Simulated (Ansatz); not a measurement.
Converging shifted k-point meshes: LuCd (P4mm, 2 atoms in the cell)

```
CELL_PARAMETERS angstrom
      3.62278     0.00000     0.00000
      0.00000     3.62278     0.00000
      0.00000     0.00000     3.62278
ATOMIC_POSITIONS crystal
  Lu 0.50000 0.50000 0.51380
  Cd 0.00000 0.00000 0.00000
```

Method of the run: PBEsol, default PAW files made with PBE (plane waves; Ansatz, an electronic-structure program).

Base settings: basis.ecutwfc = 30.9 Ry; kpoints.mp_grid.grid = 9 9 9; hamiltonian.xc = pbesol; hamiltonian.pseudopotentials = {kind: paw} (the program's default PAW files); scf.occupations.method = fermi_dirac; scf.occupations.width = 0.0073 Ry.

In this ladder: kpoints.mp_grid.shift = 0.5 0.5 0.5.

Only quantities that move along the ladder and can be compared are tabulated.

The count of work is k-points × plane waves × bands × iterations; it is no time. Core times come from one kind of shared machine, to one figure; runs under 30 s give none.

The starting cell comes from a database of computed structures (which also holds hypothetical and non-ambient phases and stackings), without a prior relaxation at this level. Its lattice was rescaled by up to half a per cent. One atom was moved a little off its site on purpose. Ansatz's pressure includes its estimate of the finite-basis (Pulay) stress.

```tsv
kpoints.mp_grid.grid	free energy less the last step's (meV/atom)	pressure (GPa)	largest difference of a force vector from the last step's (eV/Å)	count of work / last	core time / last (rough)
2 2 2	1063.07	0.88	0.032	0.00063	–
3 3 3	163.09	-1.07	0.059	0.0038	–
4 4 4	-68.49	-0.97	0.000	0.0033	–
5 5 5	-1.09	-0.81	0.003	0.010	–
6 6 6	3.29	-0.88	0.001	0.010	–
7 7 7	5.31	-0.72	0.002	0.022	–
8 8 8	-0.82	-0.84	0.001	0.022	–
9 9 9	-0.23	-0.84	0.001	0.042	–
10 10 10	-0.30	-0.83	0.000	0.042	–
11 11 11	-0.11	-0.80	0.001	0.070	–
12 12 12	0.00	-0.83	0.000	0.070	–
13 13 13	-0.11	-0.83	0.000	0.11	–
14 14 14	0.11	-0.83	0.000	0.11	–
16 16 16	-0.01	-0.83	0.000	0.16	–
18 18 18	0.03	-0.83	0.000	0.23	0.3
20 20 20	0.01	-0.83	0.000	0.31	0.3
22 22 22	0.00	-0.83	0.000	0.40	0.5
27 27 27	0.00	-0.83	0.000	0.82	1.0
30 30 30	0.00	-0.83	0.000	1.0	1
```

Coarsest kpoints.mp_grid.grid that holds the free energy within 0.5 meV/atom of the last step, with all finer ones: 9 9 9, at 0.042 of the last step's count of work; the step before is off by 0.82 meV/atom.

Coarsest kpoints.mp_grid.grid that holds the forces within 0.02 eV/Å of the last step, with all finer ones: 4 4 4, at 0.0033 of the last step's count of work; the step before is off by 0.059 eV/Å.

Coarsest kpoints.mp_grid.grid that holds the pressure within 0.2 GPa of the last step, with all finer ones: 4 4 4, at 0.0033 of the last step's count of work; the step before is off by 0.24 GPa.

Keys are those of Ansatz 0.2.
